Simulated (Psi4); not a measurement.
Psi4 1.11, BP86/def2-svp: Nb(S)(Cl)(Me)2 ([CH3][Nb]([CH3])(=[S])[Cl]), 11 atoms. The geometry is a generated start, not checked to be a minimum at this level.

```
Property                                              Value
--------------------------  -------------------------------
task                                                 energy
method                                                 bp86
basis                                              def2-svp
memory                                                 3 GB
maxiter                                                 100
keys of the molecule block                      symmetry c1
scf_type                                       df (default)
e_convergence                               1e-06 (default)
d_convergence                               1e-06 (default)
dft_radial_points                              75 (default)
dft_spherical_points                          302 (default)
effective core potentials   those of the basis set, past Kr
basis functions                                         125
grid points                                          237268
```

```xyz
11

Nb     0.7248     0.1506     0.4371
S      2.3025    -0.4962    -0.9880
Cl     1.5897     0.9467     2.3249
C     -0.3430     1.6313    -0.8785
H     -1.2832     1.9718    -0.4166
H     -0.5897     1.2162    -1.8657
H      0.2682     2.5265    -1.0596
C     -0.4947    -1.7340     0.5805
H     -0.2473    -2.4918    -0.1751
H     -1.5689    -1.5112     0.4788
H     -0.3583    -2.2097     1.5621
```

Charge 0 and multiplicity 1 are set for this test and not shown to be the ground state.

With the defaults (diis_max_vecs = 10, diis = true, scf_initial_accelerator = adiis, damping_percentage = 0, guess = auto, which took SAD, level_shift = 0, level_shift_cutoff = 0.01, diis_start = 1) it converges in 13 SCF iterations. One run each on 2 threads, with these changes:
- diis_max_vecs = 20
- damping_percentage = 20
- diis_max_vecs = 3
- scf_initial_accelerator = none
- level_shift = 0.5, level_shift_cutoff = 0.001
- diis_start = 4
- diis = false, scf_initial_accelerator = none, damping_percentage = 60
- guess = core
- guess = huckel

Q: Name the settings that don't reach the solution of the defaults.

A: No convergence: diis_max_vecs = 3; diis = false, scf_initial_accelerator = none, damping_percentage = 60 (the run ends without SCF convergence in 100 iterations). The rest reach the solution of the defaults.

```json
[
 {"setting": "the defaults", "SCF iterations": "13", "end": "same solution"},
 {"setting": "level_shift = 0.5, level_shift_cutoff = 0.001", "SCF iterations": "13", "end": "same solution"},
 {"setting": "diis_max_vecs = 20", "SCF iterations": "13", "end": "same solution"},
 {"setting": "guess = huckel", "SCF iterations": "14", "end": "same solution"},
 {"setting": "scf_initial_accelerator = none", "SCF iterations": "15", "end": "same solution"},
 {"setting": "guess = core", "SCF iterations": "20", "end": "same solution"},
 {"setting": "diis_start = 4", "SCF iterations": "22", "end": "same solution"},
 {"setting": "damping_percentage = 20", "SCF iterations": "25", "end": "same solution"},
 {"setting": "diis_max_vecs = 3", "SCF iterations": "100", "end": "no convergence"},
 {"setting": "diis = false, scf_initial_accelerator = none, damping_percentage = 60", "SCF iterations": "100", "end": "no convergence"}
]
```

1 further run of the study ended by our limits or in an error and is left out.
